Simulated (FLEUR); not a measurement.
A self-consistent single point of Mg6SiB (Amm2, 8 atoms in the cell) with FLEUR

Method of the run: LDA (Vosko-Wilk-Nusair), all-electron FLAPW (FLEUR), scalar-relativistic valence run with FLEUR.

Input:

Input of the input generator:

```
scf Mg6SiB
&input film=f /
1.0000000000 0.0000000000 0.0000000000
0.0000000000 1.0247958647 1.0911254554
0.0000000000 -1.0247958647 1.0911254554
7.5302902655
1.0 1.0 1.0

8
12 0.0000000000 0.6101600000 0.1137200000
12 0.0000000000 0.1137200000 0.6101600000
12 0.5000000000 0.9424400000 0.2928800000
12 0.5000000000 0.2928800000 0.9424400000
12 0.5000000000 0.8067700000 0.8067700000
12 0.5000000000 0.4064800000 0.4064800000
14 0.0000000000 0.6127300000 0.6127300000
5 0.0000000000 0.2148400000 0.2148400000

&comp jspins=1 /
&exco xctyp='vwn' /
&kpt div1=5 div2=4 div3=4 gamma=t /
&end /
```

```xml
<?xml version="1.0" encoding="UTF-8" standalone="no"?>
<fleurInput fleurInputVersion="0.39">
   <comment>
      scf Mg6SiB                                                                                          
   </comment>
   <calculationSetup>
      <cutoffs Kmax="4.4" Gmax="15.4" GmaxXC="15.4" numbands="0"/>
      <scfLoop itmax="80" minDistance="0.00001" maxIterBroyd="99" imix="Anderson" alpha="0.05" precondParam="0.0" spinf="2.0"/>
      <coreElectrons ctail="T" frcor="F" kcrel="0" coretail_lmax="0"/>
      <xcFunctional name="vwn" relativisticCorrections="F"/>
      <magnetism jspins="1"/>
      <soc l_soc="F" theta="0.0" phi="0.0" spav="F"/>
      <expertModes spex="0" secvar="F"/>
      <geometryOptimization l_f="T" forcealpha="1.0" forcemix="BFGS" epsdisp="0.00001" epsforce="0.00001"/>
      <ldaU l_linMix="F" mixParam="0.05" spinf="1.0"/>
   </calculationSetup>
   <cell>
      <bzIntegration valenceElectrons="67.0" mode="hist" fermiSmearingEnergy="0.00499791">
         <kPointListSelection listName="default-1"/>
         <!-- k-points included here -->
         <xi:include xmlns:xi="http://www.w3.org/2001/XInclude" href="kpts.xml"> </xi:include>
      </bzIntegration>
      <!-- symmetry operations included here -->
      <xi:include xmlns:xi="http://www.w3.org/2001/XInclude" href="sym.xml"> </xi:include>
      <bulkLattice scale="1.0">
         <bravaisMatrix>
            <row-1>    7.5302902654999997     0.0000000000000000     0.0000000000000000</row-1>
            <row-2>    0.0000000000000000     7.7170103240750647     8.2164913952378740</row-2>
            <row-3>    0.0000000000000000    -7.7170103240750647     8.2164913952378740</row-3>
         </bravaisMatrix>
      </bulkLattice>
   </cell>
   <atomSpecies>
      <species name="Magnesium (Mg)" element="Mg" atomicNumber="12">
         <mtSphere radius="2.22" gridPoints="783" logIncrement="0.015"/>
         <atomicCutoffs lmax="8" lnonsphr="6"/>
         <electronConfig flipSpins="F">
            <coreConfig>(1s1/2)</coreConfig>
            <valenceConfig>(2s1/2) (2p1/2) (2p3/2) (3s1/2)</valenceConfig>
         </electronConfig>
         <energyParameters s="3" p="3" d="3" f="4"/>
         <lo type="SCLO" l="0" n="2" eDeriv="0"/>
         <lo type="SCLO" l="1" n="2" eDeriv="0"/>
      </species>
      <species name="Silicon (Si)" element="Si" atomicNumber="14">
         <mtSphere radius="2.29" gridPoints="807" logIncrement="0.014"/>
         <atomicCutoffs lmax="10" lnonsphr="8"/>
         <electronConfig flipSpins="F">
            <coreConfig>(1s1/2) (2s1/2) (2p1/2) (2p3/2)</coreConfig>
            <valenceConfig>(3s1/2) (3p1/2) (3p3/2)</valenceConfig>
            <stateOccupation state="(3p1/2)" spinUp="0.3333333333333" spinDown="0.3333333333333"/>
            <stateOccupation state="(3p3/2)" spinUp="0.6666666666667" spinDown="0.6666666666667"/>
         </electronConfig>
         <energyParameters s="3" p="3" d="3" f="4"/>
      </species>
      <species name="Boron (B)" element="B" atomicNumber="5">
         <mtSphere radius="1.92" gridPoints="677" logIncrement="0.015"/>
         <atomicCutoffs lmax="8" lnonsphr="6"/>
         <electronConfig flipSpins="F">
            <coreConfig>(1s1/2)</coreConfig>
            <valenceConfig>(2s1/2) (2p1/2) (2p3/2)</valenceConfig>
            <stateOccupation state="(2p1/2)" spinUp="0.1666666666667" spinDown="0.1666666666667"/>
            <stateOccupation state="(2p3/2)" spinUp="0.3333333333333" spinDown="0.3333333333333"/>
         </electronConfig>
         <energyParameters s="2" p="2" d="3" f="4"/>
      </species>
   </atomSpecies>
   <atomGroups>
      <atomGroup species="Magnesium (Mg)">
         <relPos label="                   1">.0000000000 -.3898400000 .1137200000</relPos>
         <relPos label="                   2">.0000000000 .1137200000 -.3898400000</relPos>
         <force calculate="T" relaxXYZ="TTT"/>
      </atomGroup>
      <atomGroup species="Magnesium (Mg)">
         <relPos label="                   3">1.000/2.000 -.0575600000 .2928800000</relPos>
         <relPos label="                   4">1.000/2.000 .2928800000 -.0575600000</relPos>
         <force calculate="T" relaxXYZ="TTT"/>
      </atomGroup>
      <atomGroup species="Magnesium (Mg)">
         <relPos label="                   5">1.000/2.000 -.1932300000 -.1932300000</relPos>
         <force calculate="T" relaxXYZ="TTT"/>
      </atomGroup>
      <atomGroup species="Magnesium (Mg)">
         <relPos label="                   6">1.000/2.000 .4064800000 .4064800000</relPos>
         <force calculate="T" relaxXYZ="TTT"/>
      </atomGroup>
      <atomGroup species="Silicon (Si)">
         <relPos label="                   7">.0000000000 -.3872700000 -.3872700000</relPos>
         <force calculate="T" relaxXYZ="TTT"/>
      </atomGroup>
      <atomGroup species="Boron (B)">
         <relPos label="                   8">.0000000000 .2148400000 .2148400000</relPos>
         <force calculate="T" relaxXYZ="TTT"/>
      </atomGroup>
   </atomGroups>
   <output dos="F" band="F" slice="F">
      <checks vchk="F" cdinf="F"/>
      <bandDOS minEnergy="-.5*Htr" maxEnergy="0.5*Htr" sigma="0.015" storeEVData="T"/>
      <vacuumDOS vacdos="F" integ="F" star="F" nstars="0" locx1="0.0" locy1="0.0" locx2="0.0" locy2="0.0" nstm="0" tworkf="0.0"/>
      <unfoldingBand unfoldBand="F" supercellX="1" supercellY="1" supercellZ="1"/>
      <plotting iplot="0" polar="F">
         <plot TwoD="T" vec1="  1.0  0.0  0.0" vec2="  0.0  1.0  0.0" vec3="  0.0  0.0  1.0" zero="  0.0  0.0  0.0" file="plot"/>
      </plotting>
      <chargeDensitySlicing numkpt="0" minEigenval="0.0" maxEigenval="0.0" nnne="0" pallst="F"/>
      <specialOutput eonly="F"/>
      <magneticCircularDichroism mcd="F" energyLo="-10.0" energyUp="0.0"/>
   </output>
  <!-- We include the file relax.xml here to enable relaxations (see documentation) -->
  <xi:include xmlns:xi="http://www.w3.org/2001/XInclude" href="relax.xml"> <xi:fallback/> </xi:include>
</fleurInput>
```

The program printed (abridged):

```
      Welcome to FLEUR        (www.flapw.de)
      MaX-Release 8.1          (www.max-centre.eu)

 ========== k-point set info ==========
 Selected k-point list: default-1
 k-point list type: mesh
 5 x 4 x 4
 Number of k points: 21

 ------------Calculation Setup---------------------------
           1           3           7          21
 Number of basis functions:         1438
 Iteration:     1   Distance:       8.42991050 me/bohr^3
 Iteration:     2   Distance:       7.00786956 me/bohr^3
 Iteration:     3   Distance:       3.35763358 me/bohr^3
 Iteration:     4   Distance:       2.73532444 me/bohr^3
 Iteration:     5   Distance:       1.73881710 me/bohr^3
 Iteration:     6   Distance:       0.87385956 me/bohr^3
   [... 9 lines left out ...]
 Iteration:    16   Distance:       0.00034991 me/bohr^3
 Iteration:    17   Distance:       0.00008769 me/bohr^3
 Iteration:    18   Distance:       0.00001528 me/bohr^3
 Iteration:    19   Distance:       0.00001354 me/bohr^3
 Iteration:    20   Distance:       0.00000340 me/bohr^3
 Reset of history
 Run finished successfully
 Stop message:
   Structural relaxation: new displacements generated

[file out, last iteration]
             iter=     21
          p o t e n t i a l   g e n e r a t o r
[...]
          integral of pseudo charge density inside the slab=        0.000000   0.000000
     coulomb potential in the interstitial region:
          density-coulomb potential integrals
          total density-coulomb potenti    -2154.2658032942
          density-effective potential integrals for spin  1
          total density-effective poten   -2.3092475081E+03
          charge density-energy density integrals
          total charge density-energy d   -1.1738289808E+02
 Updated energy parameters for spin:           1
  Atom    1 3s branch from -2.56 to  1.71 htr. ; e_l =  0.0694
  Atom    1 3p branch from -1.36 to  2.09 htr. ; e_l =  0.1998
  Atom    1 3d branch from -9.99 to  2.18 htr. ; e_l =  0.3578
  Atom    1 4f branch from -9.99 to  4.10 htr. ; e_l =  0.5230
  Atom    1 2s branch from-45.71 to -2.56 htr. ; e_l(l -2.5722
  Atom    1 2p branch from -9.99 to -1.36 htr. ; e_l(l -1.3751
  Atom    2 3s branch from -2.56 to  1.71 htr. ; e_l =  0.0784
  Atom    2 3p branch from -1.36 to  2.09 htr. ; e_l =  0.2093
  Atom    2 3d branch from -9.99 to  2.19 htr. ; e_l =  0.3676
  Atom    2 4f branch from -9.99 to  4.10 htr. ; e_l =  0.5329
  Atom    2 2s branch from-45.71 to -2.56 htr. ; e_l(l -2.5732
  Atom    2 2p branch from -9.99 to -1.36 htr. ; e_l(l -1.3760
  Atom    3 3s branch from -2.56 to  1.71 htr. ; e_l =  0.0639
  Atom    3 3p branch from -1.35 to  2.09 htr. ; e_l =  0.1938
  Atom    3 3d branch from -9.99 to  2.18 htr. ; e_l =  0.3516
  Atom    3 4f branch from -9.99 to  4.10 htr. ; e_l =  0.5166
  Atom    3 2s branch from-45.71 to -2.56 htr. ; e_l(l -2.5684
  Atom    3 2p branch from -9.99 to -1.35 htr. ; e_l(l -1.3713
  Atom    4 3s branch from -2.56 to  1.71 htr. ; e_l =  0.0642
  Atom    4 3p branch from -1.35 to  2.09 htr. ; e_l =  0.1940
  Atom    4 3d branch from -9.99 to  2.18 htr. ; e_l =  0.3517
  Atom    4 4f branch from -9.99 to  4.10 htr. ; e_l =  0.5167
   [... lines left out ...]
          first approx. to ef    (T=0)  :   0.187774 htr   (energy of the highest occ. eigenvalue)
FERHIS:  Fermi-Energy by histogram:
          bandgap                     :   0.001680 htr
          charge neutrality (T=0)     :   0.000000    (zero if the highest occ. eigenvalue is "entirely" occupied)
     EF_NEWTON:  Adjust Fermi-Energy by Newton-Method.
 Direct bandgap for spin            1 :    4.4006760672265777E-003  Htr
   [... lines left out ...]
          el.-nucl. inter. diff. m.t.        342.3360750762
          Madelung term for atom type:        -5.8004302756
          el.-nucl. inter. diff. m.t.         27.4956270114
          Madelung term for atom type:        -1.8022362741
 ---->    total energy=                    -1510.7491005378 htr
 ---->    (input%tkb*entropy) TS=              0.0072245433 htr
 ---->    free energy=                     -1510.7563250811 htr
      extrapolation for T->0
 ---->    total electron energy=           -1510.7527128094 htr
 ***** TOTAL FORCES ON ATOMS *****
 TOTAL FORCE FOR ATOM TYPE=  1  X=  0.000   Y= -3.886   Z= -2.269
                       FX_TOT= 0.000000 FY_TOT= 0.001254 FZ_TOT= 0.000668
 TOTAL FORCE FOR ATOM TYPE=  2  X=  3.765   Y= -2.704   Z=  1.934
                       FX_TOT= 0.000000 FY_TOT=-0.001558 FZ_TOT=-0.000025
 TOTAL FORCE FOR ATOM TYPE=  3  X=  3.765   Y=  0.000   Z= -3.175
                       FX_TOT= 0.000000 FY_TOT= 0.000000 FZ_TOT= 0.000859
 TOTAL FORCE FOR ATOM TYPE=  4  X=  3.765   Y=  0.000   Z=  6.680
                       FX_TOT= 0.000000 FY_TOT= 0.000000 FZ_TOT=-0.000145
 TOTAL FORCE FOR ATOM TYPE=  5  X=  0.000   Y=  0.000   Z= -6.364
                       FX_TOT= 0.000000 FY_TOT= 0.000000 FZ_TOT=-0.000215
 TOTAL FORCE FOR ATOM TYPE=  6  X=  0.000   Y=  0.000   Z=  3.530
                       FX_TOT= 0.000000 FY_TOT= 0.000000 FZ_TOT=-0.001791
```

The run converged in 20 iterations. FLEUR gives forces in its relaxation mode, with a further iteration, so its stop message speaks of a relaxation.

The starting cell comes from a database of computed structures (which also holds hypothetical and non-ambient phases and stackings), without a prior relaxation at this level. Its lattice was rescaled by a random factor within 2.5 % of one. Values depend on the basis (sphere radii, cutoffs, local orbitals), which need not be converged. The log's line on a gap gives a spacing of levels on this mesh, which the program prints for metals too.

Cost on one core of a shared machine: roughly 20 min.
